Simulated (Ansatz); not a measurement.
A calculation on CsCl-type TiCo returned lattice constant a 3.004 Å, bulk modulus 164 GPa.

For reference: lattice constant a 2.995 Å (measured, room temperature, no zero-point or thermal correction; as tabulated in Yamada et al. (2019), arXiv:1910.09660); bulk modulus 154 GPa (measured, room temperature, no zero-point or thermal correction; as tabulated in Yamada et al. (2019), arXiv:1910.09660).

Problem. Which level of theory produced these numbers?
A) BLYP (Ansatz (a first-principles code))
B) r²SCAN-D4 (Ansatz)
C) r²SCAN (Ansatz)
D) LDA (Ansatz)

Solution. A, BLYP (Ansatz)

The others give: r²SCAN 2.951 Å, 193 GPa; r²SCAN-D4 2.945 Å, 196 GPa; LDA 2.902 Å, 210 GPa.

Unless a cell is named, each level is at its own relaxed cell (BLYP 13.55, LDA 12.21, r²SCAN 12.85, r²SCAN-D4 12.77 Å³/atom).

The crystal itself was run without spin with r²SCAN, r²SCAN-D4, LDA, BLYP; a magnetic state was not tried in these runs.

Ansatz's density-functional and Hartree–Fock values are scalar-relativistic unless marked +SOC, with PAW data made under PBE.
